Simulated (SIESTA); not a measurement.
A self-consistent single point of BiSbPd2 (P-6m2, 4 atoms in the cell) with SIESTA.

Level of theory: LDA PW92, numerical atomic orbitals DZP, PseudoDojo LDA standard norm-conserving potentials (rewritten from UPF to PSML) in SIESTA 5.4.2.

```
CELL_PARAMETERS angstrom
      4.13436     0.00000     0.00000
     -2.06718     3.58046     0.00000
      0.00000     0.00000     5.61679
ATOMIC_POSITIONS crystal
  Sb 0.66667 0.33333 0.00000
  Bi 0.00000 0.00000 0.50000
  Pd 0.33333 0.66667 0.75651
  Pd 0.33333 0.66667 0.24349
```

Reference input (self-consistent single point, DFT, GGA PBEsol, numerical atomic orbitals DZP, PseudoDojo PBEsol standard norm-conserving potentials (rewritten from UPF to PSML)): XC.functional = GGA; XC.authors = PBEsol; potentials = PseudoDojo PBEsol standard; PAO.BasisSize = DZP; PAO.EnergyShift = 0.01 Ry; MeshCutoff = 400 Ry; kgrid.MonkhorstPack = 6 6 4; OccupationFunction = FD; ElectronicTemperature = 100 meV; MaxSCFIterations = 150; SCF.Mixer.Method = Pulay; SCF.Mixer.Weight = 0.1. This run's input differs from it in these lines:

```diff
@@ -1,2 +1,2 @@
-# files in the folder: Sb.psml Bi.psml Pd.psml (PseudoDojo PBEsol standard)
+# files in the folder: Sb.psml Bi.psml Pd.psml (PseudoDojo LDA standard)
 SystemName  BiSbPd2
@@ -25,4 +25,4 @@
 
-XC.functional                GGA
-XC.authors                   PBEsol
+XC.functional                LDA
+XC.authors                   PW92
 PAO.BasisSize                DZP
```

The program printed (abridged):

```
        iscf     Eharris(eV)        E_KS(eV)     FreeEng(eV)     dDmax    Ef(eV) dHmax(eV)
   scf:    1   -12021.939194   -12032.573537   -12032.637353  0.907834 -3.799130  4.044113
   scf:    2   -12032.944704   -12032.767067   -12032.832586  0.016491 -3.814537  3.287996
   scf:    3   -12033.247099   -12033.055620   -12033.126343  0.049620 -3.884359  1.391963
   scf:    4   -12033.166071   -12033.131933   -12033.202831  0.056454 -4.045407  0.249783
   scf:    5   -12033.127503   -12033.129841   -12033.200541  0.001384 -4.050369  0.326286
   scf:    6   -12033.129590   -12033.133530   -12033.205408  0.007841 -4.023093  0.101647
   scf:    7   -12033.134455   -12033.134536   -12033.205962  0.003001 -4.030436  0.044015
   scf:    8   -12033.134488   -12033.134544   -12033.206099  0.000688 -4.029691  0.010943
   scf:    9   -12033.134463   -12033.134507   -12033.206106  0.000282 -4.029091  0.001182
   scf:   10   -12033.134514   -12033.134511   -12033.206106  0.000023 -4.029133  0.000573
SCF Convergence by DM+H criterion
max |DM_out - DM_in|         :     0.0000228323
max |H_out - H_in|      (eV) :     0.0005731543
SCF cycle converged after 10 iterations

Using DM_out to compute the final energy and forces

siesta: E_KS(eV) =           -12033.1345

siesta: E_KS - E_eggbox =    -12033.1345

siesta: Atomic forces (eV/Ang):
     1   -0.000030    0.000019    0.000000
     2   -0.000015    0.000007   -0.000000
     3    0.000021   -0.000012   -0.047761
     4    0.000021   -0.000012    0.047761
   Tot   -0.000002    0.000001   -0.000000
   Max    0.047761
   Res    0.019498    sqrt( Sum f_i^2 / 3N )
   Max    0.047761    constrained

Stress tensor Voigt[x,y,z,yz,xz,xy] (kbar):        9.07        9.07        8.43       -0.00        0.00       -0.00
(Free)E + p*V (eV/cell)   -12033.6656
   [... lines left out ...]
siesta: FreeEng =    -12033.206106
   [... lines left out ...]
siesta:     0.005659   -0.000000    0.000000
siesta:    -0.000000    0.005659   -0.000000
siesta:     0.000000   -0.000000    0.005259

siesta: Cell volume =         83.144927 Ang**3

siesta: Pressure (static):
siesta:                Solid            Molecule  Units
siesta:          -0.00006018         -0.00005417  Ry/Bohr**3
siesta:          -0.00552590         -0.00497376  eV/Ang**3
siesta:          -8.85346685         -7.96883923  kBar
```

The run converged in 10 iterations. Against the reference run the pressure goes from 2.34 to -0.89 GPa and the largest force goes from 0.058 to 0.048 eV/Å.

The starting cell comes from a database of computed structures (which also holds hypothetical and non-ambient phases and stackings), without a prior relaxation at this level. Its lattice was rescaled by a random factor within 2.5 % of one. Spin polarisation is off. Values carry the incompleteness of an atom-centred basis.

Cost on one core of a shared machine: roughly 40 s.
